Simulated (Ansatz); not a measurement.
A self-consistent single point of ZnAg2SnS4 (Fmm2, 8 atoms in the cell) with Ansatz (a quantum-chemistry and plane-wave program).

Level of theory: PBEsol, default PAW files made with PBE (plane waves; Ansatz).

The change in words: lattice scaled by 0.98; basis.ecutrho_ratio: default → 8. Reference geometry:
```yaml
crystal:
  lattice:
    - [-2.77495, 2.77495, 6.05277]
    - [2.77495, -2.77495, 6.05277]
    - [2.77495, 2.77495, -6.05277]
  atoms:
    - { symbol: Zn, position: [0.00413, 0.00413, 0.00000] }
    - { symbol: Ag, position: [0.75000, 0.25000, 0.50000] }
    - { symbol: Ag, position: [0.25000, 0.75000, 0.50000] }
    - { symbol: Sn, position: [0.50000, 0.50000, 0.00000] }
    - { symbol: S, position: [0.63948, 0.12892, 0.00000] }
    - { symbol: S, position: [0.87108, 0.87108, 0.51056] }
    - { symbol: S, position: [0.12892, 0.63948, 0.00000] }
    - { symbol: S, position: [0.36052, 0.36052, 0.48944] }
```

Reference input (self-consistent single point, DFT, PBEsol, plane waves, default PAW files made with PBE): basis.ecutwfc = 420 eV; kpoints.mp_grid.grid = 3 3 3; hamiltonian.xc = pbesol; hamiltonian.pseudopotentials = {kind: paw} (the program's default PAW files); scf.occupations.method = fermi_dirac; scf.occupations.width = 0.01 eV. This run's input differs from it in these lines:

Ansatz 0.2 input:
```diff
@@ -3,5 +3,5 @@
   lattice:
-    - [-2.77495100, 2.77495100, 6.05277400]
-    - [2.77495100, -2.77495100, 6.05277400]
-    - [2.77495100, 2.77495100, -6.05277400]
+    - [-2.71945200, 2.71945200, 5.93171900]
+    - [2.71945200, -2.71945200, 5.93171900]
+    - [2.71945200, 2.71945200, -5.93171900]
   atoms:
@@ -17,2 +17,3 @@
   ecutwfc: 420.0 eV
+  ecutrho_ratio: 8
 kpoints:
```

Output (repeated stretches shortened):

```
SCF iter   1: F=—  HF=-27817.691594 eV  |F-HF|=—  |Δ(HF+E_count)|=         —  Δρ=5.06e-3  dr2=5.18e-2  ethr=1.77e-3  ⟨swp⟩=7.4  Hψ=1798  notcnv=0
all-band conjugate gradients solve this SCF's bands
preconditioner: auto → Resta (q_TF=auto, 2.432 Å⁻¹)
SCF iter   2: F=—  HF=-27817.678328 eV  |F-HF|=—  |Δ(HF+E_count)|=   1.33e-2  Δρ=1.68e-3  dr2=7.11e-3  ethr=5.89e-5  ⟨swp⟩=2.0  Hψ=755  notcnv=0  defer=28
   [... lines left out ...]
SCF iter   5: F=—  HF=-27817.676519 eV  |F-HF|=—  |Δ(HF+E_count)|=   1.07e-5  Δρ=1.50e-4  dr2=4.93e-5  ethr=2.00e-7  ⟨swp⟩=2.1  Hψ=580  notcnv=0  defer=28
SCF iter   6: F=—  HF=-27817.676443 eV  |F-HF|=—  |Δ(HF+E_count)|=   7.59e-5  Δρ=4.83e-5  dr2=3.35e-6  ethr=5.60e-8  ⟨swp⟩=2.0  Hψ=601  notcnv=0  defer=28
SCF iter   7: F=—  HF=-27817.676447 eV  |F-HF|=—  |Δ(HF+E_count)|=   3.91e-6  Δρ=9.02e-6  dr2=1.92e-7  ethr=3.81e-9  ⟨swp⟩=2.0  Hψ=684  notcnv=0  defer=28
SCF iter   8: F=-27817.676447 eV  HF=-27817.676447 eV  |F-HF|=3.07e-8  |Δ(HF+E_count)|=   5.80e-8  Δρ=3.61e-6  dr2=2.09e-8  ethr=1.14e-10  ⟨swp⟩=10.0  Hψ=1717  notcnv=0
SCF 1 converged in 8 iterations: F = -27817.676447 eV  dr2 = 2.09e-8
Free energy (F): -27817.676447 eV
Internal energy: -27817.676447 eV  (E = F + TS)
E sigma→0 (E₀):  -27817.676447 eV
Entropy (-TS):   -0.000000 eV (-0.000 meV/atom)
Fermi energy:    8.014864 eV
--- Forces (eV/Å), atoms counted from 1 ---
  atom   1  Zn     0.00000000    -0.00000000    -0.34239186
  atom   2  Ag     0.00000000    -0.00000000     0.02266894
  atom   3  Ag     0.00000000    -0.00000000     0.02266894
  atom   4  Sn    -0.00000000    -0.00000000    -0.12728679
  atom   5  S     -0.22660551     0.22660551    -0.16622932
  atom   6  S      0.10558308     0.10558308     0.37839956
  atom   7  S      0.22660551    -0.22660551    -0.16622932
  atom   8  S     -0.10558308    -0.10558308     0.37839956
--- Stress (GPa, compression-positive) ---
        1.356000       0.277297       0.000000
        0.277297       1.356000       0.000000
        0.000000       0.000000       1.366006
  P = ⅓ Tr σ = 1.3593 GPa (13.593 kbar)
  The stress holds the Pulay correction. Without it, at fixed plane waves, as pw.x and ABINIT print it: P = 1.3172 GPa
```

The run converged in 8 iterations. Against the reference run the free energy drops by 6.3 meV/atom, the pressure goes from -2.61 to 1.36 GPa, the largest force goes from 0.286 to 0.407 eV/Å and the gap on the mesh goes from 0.109 to 0.260 eV.

The starting cell comes from a database of computed structures (which also holds hypothetical and non-ambient phases and stackings), without a prior relaxation at this level. Its lattice was rescaled by up to half a per cent. One atom was moved a little off its site on purpose. For this run, on top of that: lattice scaled by 0.98. Ansatz's pressure includes its estimate of the finite-basis (Pulay) stress.
